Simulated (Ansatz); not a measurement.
# Migration barriers: Ti-vacancy pair in bcc W, neutral cell

Consider Ti-vacancy pair (Ti on one host W site, one W site vacant) in bcc W, neutral cell. Level of theory: PBE, PAW (plane waves to 420 eV; Ansatz, an electronic-structure program).

Settings: 36 host sites, the relaxed PBE lattice, a 2×2×3 k-point mesh shifted by half a step, smearing 0.10 eV, spin-restricted, no image-charge correction. No zero-point or tunnelling terms. Spin-orbit coupling is left out. Forms of the defect that were not tried may lie lower.

Barriers: single points on a 3×3×5 k-point mesh shifted by half a step at the bands' geometries (they differ from the bands' own by up to 0.10 eV, and are uncertain by about as much).

| Route | Start site over the lowest site run (eV) | Hop (Å) | Forward barrier (eV) | Backward barrier (eV) | Neighbours at the start | Neighbours at the saddle | Saddle order | Forward, on the band's own sampling (eV) |
|---|---|---|---|---|---|---|---|---|
| Ti and the vacancy change places (Ti-vacancy distance between ideal sites 2.76 Å throughout) | 0.00 | 2.56 | 1.01 | 1.01 | 2 W at 2.74, W at 2.77, 3 W at 2.78, W at 2.85, 3 W at 3.12, 2 W at 3.22, W at 3.25 Å | 4 W at 2.70, 2 W at 2.73, 2 W at 3.41, 4 W at 3.42 Å | not checked, on a symmetry element | 1.02 |
| one W atom jumps into the vacancy from a nearby W site (Ti-vacancy distance between ideal sites 2.76 → 5.51 Å) | 0.00 | 2.69 | 1.76 | 1.54 | W at 2.72, 2 W at 2.74, 3 W at 2.76, W at 2.77, W at 3.14, 2 W at 3.15, 2 W at 3.20, W at 3.23 Å | W at 2.66, 2 W at 2.68, 2 W at 2.74, W at 2.76, W at 3.25, 2 W at 3.26 Å | not checked, on a symmetry element | 1.67 |

Paths come from CI-NEB runs. Of the routes that converged and passed our checks, the lowest saddle point lies 1.01 eV above the lowest of the sites run (Ti and the vacancy change places (Ti-vacancy distance between ideal sites 2.76 Å throughout)); other sites, such as split forms, and other routes may lie lower. A band can be held on a symmetry element, so unchecked saddle points there may be too high.

The whole set of runs took about 3 core-hours (a rough figure).
